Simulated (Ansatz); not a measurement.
Phonon-limited transport in SrBi$_{3}$ (Pm-3m)

Given:

```xyz
4
Lattice="4.9880 0.0000 0.0000 0.0000 4.9880 0.0000 0.0000 0.0000 4.9880" Properties=species:S:1:pos:R:3 pbc="T T T"
Sr     0.0000     0.0000     0.0000
Bi     2.4940     2.4940     0.0000
Bi     0.0000     2.4940     2.4940
Bi     2.4940     0.0000     2.4940
```

Level of theory: PBEsol, DFPT electron-phonon coupling, linearised Boltzmann equation (plane waves, PAW, scalar-relativistic; Ansatz, a program for electronic structure). Cell: relaxed with this functional, without spin-orbit coupling.

The resistivity at 300 K is 22 μΩ·cm. The electron mean free path at 300 K (weighted by the current that each state carries) is 6.2 nm and the drude plasma energy comes out as 6.5 eV. The Hall coefficient at 300 K comes out as 21 ×10⁻¹¹ m³/C.

A metal at this level (no band gap). Only scattering by harmonic phonons is included (no impurities, grain boundaries, electron-electron scattering or thermal expansion). Spin-orbit coupling is left out, which matters with elements this heavy. The squared frequency of the phonon mode least converged on the k mesh is uncertain by about 13 %. Halving the electron mesh (16x16x16) moves the resistivity by up to 9 % at 300 K, the mean free path by up to 9 %. Smearing 0.20 eV; phonons on a 3x3x3 q mesh, which this run doesn't test and which matters most at low temperature.

Computed structure with no diffraction record at hand here (it may be known, metastable or hypothetical): SrBi3 (Pm-3m).
